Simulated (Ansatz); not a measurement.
Consider CaF2 in the fluorite structure (space group Fm-3m, No. 225; a = 5.5110 Å).

All numbers come from DFT with PBE, PAW potentials and a 420 eV plane-wave cutoff in Ansatz (a quantum-chemistry and plane-wave program), spin-orbit coupling left out.

For the base:

The band gap comes out as 7.14 eV, the electron mass is 0.55 mₑ (at Γ) and the smallest direct gap is 7.39 eV. The volume per atom is 13.95 Å³.

One thing is altered: a hydrostatic pressure of 1.8 GPa.

Question: What happens to the band gap, electron mass, smallest direct gap and volume per atom?

Answer: The band gap goes up by 0.13 eV (7.14 eV → 7.27 eV); the electron mass stays 0.55 mₑ (at Γ); the smallest direct gap rises by 0.132 eV (7.39 eV → 7.53 eV); the volume per atom shrinks by 0.303 Å³ to 13.64 Å³.

Load acts through the strain it causes; cell and atoms are relaxed under it. Masses are band curvatures over ±0.01 Å⁻¹ around the edge. Whether these cells are dynamically stable was not tested.
